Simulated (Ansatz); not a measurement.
Worked example: self-consistent single point of HfAu (P4mm, 4 atoms in the cell) in Ansatz (a program for electronic structure).

Computed with LDA (PW92), default PAW files made with PBE (plane waves; Ansatz).

```xyz
4
Lattice="3.4664 0.0000 0.0000 0.0000 3.4664 0.0000 0.0000 0.0000 6.2889" Properties=species:S:1:pos:R:3 pbc="T T T"
Hf     0.0000     1.7332     5.4055
Hf     1.7332     0.0000     0.9334
Au     0.0000     1.7332     2.3359
Au     1.7332     0.0000     3.9530
```

Reference input (self-consistent single point, DFT, LDA (PW92), plane waves, default PAW files made with PBE): basis.ecutwfc = 420 eV; kpoints.mp_grid.grid = 10 10 5; hamiltonian.xc = lda; hamiltonian.pseudopotentials = {kind: paw} (the program's default PAW files); scf.occupations.method = fermi_dirac; scf.occupations.width = 0.1 eV. This run's input differs from it in these lines:

Ansatz 0.2 input:
```diff
@@ -13,3 +13,3 @@
 kpoints:
-  mp_grid: { grid: [10, 10, 5] }
+  mp_grid: { grid: [16, 16, 8] }
 hamiltonian:
@@ -18,3 +18,3 @@
 scf:
-  occupations: { method: fermi_dirac, width: 0.1 }
+  occupations: { method: methfessel_paxton, width: 0.2 }
 output:
```

Log, with long lists cut:

```
SCF iter   1: F=—  HF=-56685.941650 eV  |F-HF|=—  |Δ(HF+E_count)|=         —  Δρ=8.14e-3  dr2=6.37e-2  ethr=1.77e-3  ⟨swp⟩=4.4  Hψ=35650  notcnv=0
all-band conjugate gradients solve this SCF's bands
preconditioner: auto → Kerker (q_TF=auto, 2.809 Å⁻¹)
SCF iter   2: F=—  HF=-56685.933220 eV  |F-HF|=—  |Δ(HF+E_count)|=   8.43e-3  S|Δr|=    0.00e0  Δρ=3.67e-3  dr2=9.92e-3  ethr=7.07e-5  ⟨swp⟩=1.9  Hψ=16977  notcnv=0
   [... lines left out ...]
SCF iter   7: F=—  HF=-56685.931765 eV  |F-HF|=—  |Δ(HF+E_count)|=   3.49e-7  S|Δr|=    0.00e0  Δρ=1.21e-5  dr2=1.98e-7  ethr=3.78e-9  ⟨swp⟩=2.8  Hψ=20361  notcnv=0
SCF iter   8: F=—  HF=-56685.931765 eV  |F-HF|=—  |Δ(HF+E_count)|=   2.64e-8  S|Δr|=    0.00e0  Δρ=8.69e-6  dr2=7.86e-8  ethr=1.11e-10  ⟨swp⟩=9.0  Hψ=53169  notcnv=0
SCF iter   9: F=-56685.931765 eV  HF=-56685.931765 eV  |F-HF|=4.00e-9  |Δ(HF+E_count)|=   1.06e-7  S|Δr|=    0.00e0  Δρ=1.79e-6  dr2=2.65e-9  ethr=8.73e-11  ⟨swp⟩=4.8  Hψ=41402  notcnv=0
SCF 1 converged in 9 iterations: F = -56685.931765 eV  dr2 = 2.65e-9
Stability not checked (fill_not_monotonic)
Free energy (F): -56685.931765 eV
Internal energy: -56685.931410 eV  (E = F + TS)
E sigma→0 (E₀):  -56685.931676 eV
Entropy (-TS):   -0.000355 eV (-0.089 meV/atom)
Fermi energy:    20.978874 eV
--- Forces (eV/Å), atoms counted from 1 ---
  atom   1  Hf    -0.00000000    -0.00000000    -0.54121235
  atom   2  Hf     0.00000000     0.00000000     0.27535077
  atom   3  Au     0.00000000     0.00000000     0.13331721
  atom   4  Au     0.00000000    -0.00000000     0.13251634
--- Stress (GPa, compression-positive) ---
       -4.968108       0.000000      -0.000000
        0.000000      -4.968108       0.000000
       -0.000000       0.000000      -5.169398
  P = ⅓ Tr σ = -5.0352 GPa (-50.352 kbar)
  The stress holds the Pulay correction. Without it, at fixed plane waves, as pw.x and ABINIT print it: P = -5.0715 GPa
```

The run converged in 9 iterations. Against the reference run the free energy goes up by 7.6 meV/atom, the pressure moves little (-4.95 to -5.04 GPa) and the largest force goes from 0.570 to 0.541 eV/Å.

The starting cell comes from a database of computed structures (which also holds hypothetical and non-ambient phases and stackings), without a prior relaxation at this level. Its lattice was rescaled by up to half a per cent. One atom was moved a little off its site on purpose. With a pressure of about -5 GPa the cell is away from its equilibrium volume at this level. Ansatz's pressure includes its estimate of the finite-basis (Pulay) stress.

Cost on one core of a shared machine: roughly 90 s.
